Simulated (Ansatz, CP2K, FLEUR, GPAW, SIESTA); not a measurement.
# Code comparison for GaAu (Pnma, 8 atoms in the cell)

Self-consistent single point.

```
GaAu
1.0
    6.31989     0.00000     0.00000
    0.00000     3.67838     0.00000
    0.00000     0.00000     6.32138
Ga Au
4 4
Direct
  0.67939   0.25000   0.07584
  0.32061   0.75000   0.92416
  0.82061   0.75000   0.57584
  0.17939   0.25000   0.42416
  0.50487   0.25000   0.68765
  0.49513   0.75000   0.31235
  0.99513   0.75000   0.18765
  0.00487   0.25000   0.81235
```

Shared settings, as Ansatz (a program for electronic structure) writes them: kpoints.mp_grid.grid = 3 5 3; scf.occupations.method = gaussian; scf.occupations.width = 0.1 eV. Potentials and cutoffs stand in the table.

```csv
code,model,pressure (GPa),largest force (eV/Å),cutoff
CP2K,"LDA (Pade form), GPW, DZVP-MOLOPT-SR-GTH basis, GTH-PADE potentials (GTH_POTENTIALS)",-5.01,0.104,grid 600 Ry
Ansatz,"LDA (PW92), PAW files made with PBE",-7.81,0.086,default
FLEUR,"LDA (Perdew-Zunger), all-electron FLAPW (FLEUR), scalar-relativistic valence",–,0.088,Kmax 4.3 1/bohr
GPAW,"LDA (Perdew-Wang 92), GPAW PAW datasets LDA (gpaw-data 1.0.1)",-7.02,0.075,550 eV
SIESTA,"LDA PW92, numerical atomic orbitals DZP, PseudoDojo LDA standard norm-conserving potentials (rewritten from UPF to PSML)",-8.41,0.295,grid 300 Ry
```

Size of the force on each atom (eV/Å): Sizes of forces hide their directions.

```json
[
 {"code": "CP2K", "Ga1": "0.104", "Ga2": "0.104", "Ga3": "0.104", "Ga4": "0.104", "Au5": "0.023", "Au6": "0.023", "Au7": "0.023", "Au8": "0.023"},
 {"code": "Ansatz", "Ga1": "0.086", "Ga2": "0.086", "Ga3": "0.086", "Ga4": "0.086", "Au5": "0.081", "Au6": "0.081", "Au7": "0.081", "Au8": "0.081"},
 {"code": "FLEUR", "Ga1": "0.088", "Ga2": "0.088", "Ga3": "0.088", "Ga4": "0.088", "Au5": "0.078", "Au6": "0.078", "Au7": "0.078", "Au8": "0.078"},
 {"code": "GPAW", "Ga1": "0.075", "Ga2": "0.075", "Ga3": "0.075", "Ga4": "0.075", "Au5": "0.048", "Au6": "0.048", "Au7": "0.048", "Au8": "0.048"},
 {"code": "SIESTA", "Ga1": "0.295", "Ga2": "0.295", "Ga3": "0.295", "Ga4": "0.295", "Au5": "0.236", "Au6": "0.236", "Au7": "0.236", "Au8": "0.236"}
]
```

A dash marks a value that a program does not give, or that is left out as unsure.

On Ansatz's run: spin-orbit coupling is off.

The spread over the programs that give each value: pressure within 3.40 GPa; largest force within 0.220 eV/Å.

CP2K and SIESTA use small atom-centred bases, whose incompleteness enters pressures, forces and empty levels differently from a plane-wave cutoff. FLEUR treats all electrons, but the usual bases taken here (sphere radii, linearisation, local orbitals, empty states) were not tested for convergence, so the values are no reference for the others. Ansatz's pressure is given at a fixed set of plane waves, as the other plane-wave codes print theirs; with its correction for the finite basis it is -7.78 GPa. In the pressure, CP2K (by 2.40) lies more than 1 GPa from the median of the plane-wave programs. In the force vectors, SIESTA (by 0.235) lies more than 0.08 eV/Å from the median of the plane-wave programs.

The shared mesh is coarse (it stands for a supercell whose shortest vector is 18 Å), so the values are not converged in it.

The starting cell comes from a database of computed structures (which also holds hypothetical and non-ambient phases and stackings), without a prior relaxation at this level. Its lattice was rescaled by a random factor within 2.5 % of one.

Left out of this page: Elk (not drawn, or without a comparable value).

Keys are those of Ansatz 0.2.
